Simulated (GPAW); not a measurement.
Band structure of Mg3Zn (P-6m2, 4 atoms in the cell).

```
CELL_PARAMETERS angstrom
      3.10135     0.00000     0.00000
     -1.55068     2.68585     0.00000
      0.00000     0.00000     9.69360
ATOMIC_POSITIONS crystal
  Mg 0.00000 0.00000 0.00000
  Mg 0.66667 0.33333 0.73091
  Mg 0.66667 0.33333 0.26909
  Zn 0.00000 0.00000 0.50000
```

Method: LDA (Perdew-Wang 92), GPAW PAW datasets LDA (gpaw-data 1.0.1) (plane waves; GPAW 25.7.0).

Settings: mode = pw; ecut = 850 eV; xc = LDA; kpts = 8 8 3; mesh shift (steps) = 0 0 0; occupations.name = methfessel-paxton; occupations.width = 0.1 eV; occupations.order = 0; nbands = -8; convergence.density = 1e-05 e/electron; symmetry.symmorphic = false; symmetry.tolerance = 0.0005; maxiter = 150; bandpath_npoints = 40.

The starting cell comes from a database of computed structures (which also holds hypothetical and non-ambient phases and stackings), without a prior relaxation at this level.

Levels in eV from the Fermi level, bands 18 to 25:
```tsv
point	18	19	20	21	22	23	24	25
Γ	-7.21	-6.11	-5.87	-1.66	-0.97	5.89	6.57	10.66
M	-2.95	-2.58	-1.28	-1.27	-0.86	-0.09	2.81	3.64
K	-1.75	-0.77	-0.65	-0.03	0.26	0.71	0.94	0.94
A	-7.21	-6.85	-4.08	-4.03	1.85	2.45	10.14	10.70
L	-2.87	-2.44	-1.88	-1.73	0.72	0.77	1.07	1.68
H	-1.71	-0.53	-0.44	-0.39	-0.17	-0.14	2.08	2.58
```

Bands cross the Fermi level along this path, so the cell is metallic at this level.
